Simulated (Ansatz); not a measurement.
Consider ZrO₂ (space group P4_2/nmc, No. 137; a = 3.6210 Å, c = 5.2829 Å). Axes: x, y, z lie along a, b, c of the conventional cell.

Computed with PBE (Ansatz, an electronic-structure program), without spin-orbit coupling.

For the base:

The band gap is 4.04 eV and the electron mass is 2.3 mₑ along c, 0.61 mₑ across (at Γ).

It is then changed as follows: tensile biaxial strain of 3.48 % in the plane normal to [001], as in epitaxy on a mismatched substrate; the out-of-plane cell vector and the atoms relax.

Problem. What happens to the out-of-plane strain?

Solution. The out-of-plane strain is -1.15 %.

Problem. Predict the new band gap.

Solution. The band gap drops by 0.66 eV to 3.38 eV.

Problem. How does this affect the in-plane stress?

Solution. The mean in-plane stress (compression positive) comes out as -16.3 GPa.

Problem. Predict the new electron mass.

Solution. The electron mass goes from 2.3 mₑ along c, 0.61 mₑ across (at Γ) to 2.3 mₑ out of plane, 0.57 mₑ in plane (at Γ).

Effective masses come from finite differences of ±0.01 Å⁻¹. Stability against distortions was not tested. This is not the structure that ZrO2 has at room temperature and ambient pressure.
